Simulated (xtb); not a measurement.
xtb 6.7.1, GFN1-xTB: C[N]C(C)=O, charge 0, multiplicity 2, 11 atoms. The geometry is a generated start, not checked to be a minimum at this level.

- method: GFN1-xTB
- --acc: 1 (default)
- --etemp (K): 300 (default)
- detailed input (--input): none: ANC optimiser, Lindh (1995) Hessian, microcycle=20, maxdispl=1.0, hlow=0.01 (default)
- basis functions: 32
- valence electrons: 29

```xyz
11

C      1.7543     0.0755     0.0362
N      0.5823    -0.4747    -0.4877
C     -0.5838     0.0579    -0.7761
C     -1.5601    -0.1864     0.4238
O     -1.0203     0.5339    -1.7955
H      2.0855     0.9459    -0.5477
H      1.6007     0.4290     1.0660
H      2.5268    -0.6941     0.0489
H     -2.3717    -0.8089     0.0591
H     -1.9485     0.7875     0.7116
H     -1.0651    -0.6657     1.2614
```

Charge 0 and multiplicity 2 are set for this test and not shown to be the ground state. GFN-xTB has no spin term: --uhf 1 sets the occupations alone.

The structure is relaxed from this start with --opt LEVEL for the levels crude, sloppy, loose, lax, normal, tight, vtight, extreme, once each. Up to the end of the extreme run atoms move by at most 0.62 Å along an axis.

Choose the cheapest level whose final energy lies within 1 meV of that of extreme.

normal: 34 cycles against 48, ending 0.30 meV above.

| level | cycles | energy above the extreme run (meV) | gradient norm (eV/Å) |
|---|---|---|---|
| crude | 15 | 16 | 0.41 |
| sloppy | 18 | 6.8 | 0.23 |
| loose | 19 | 6.1 | 0.089 |
| lax | 20 | 6.0 | 0.072 |
| normal | 34 | 0.30 | 0.043 |
| tight | 40 | 0.032 | 0.0079 |
| vtight | 45 | 0.011 | 0.0036 |
| extreme | 48 | — | 0.0020 |
